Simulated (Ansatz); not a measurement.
For YAu2 (I4/mmm, No. 139; structure not from a measured cell), PBEsol (Ansatz, a program for electronic structure, PAW) gives:

| Item | Result |
|---|---|
| lattice parameter a | 3.681 Å |
| lattice parameter c | 8.944 Å |
| bulk modulus | 114 GPa |

Question: What does r²SCAN (PAW; Ansatz) give for the same quantities?

Answer: 
- lattice constant a: 3.726 Å (grows by 1.2 %)
- lattice parameter c: 9.017 Å (rises by 0.8 %)
- bulk modulus: 106 GPa (drops by 7.0 %)

Changes are worked out from the printed values.

Unless a cell is named, each level is at its own relaxed cell (PBEsol 20.19, r²SCAN 20.86 Å³/atom).

Levels without +SOC leave out spin–orbit coupling, which shifts energies and cells of such heavy elements.

Caveats: the bulk modulus is −V dP/dV from two relaxed cells at ±2 % in volume (PBEsol, r²SCAN); the relaxation could not lower the start's symmetry, so the cell can be a saddle point above a distorted one (PBEsol, r²SCAN). Ansatz's density-functional and Hartree–Fock values are scalar-relativistic unless marked +SOC, with PAW data made under PBE.
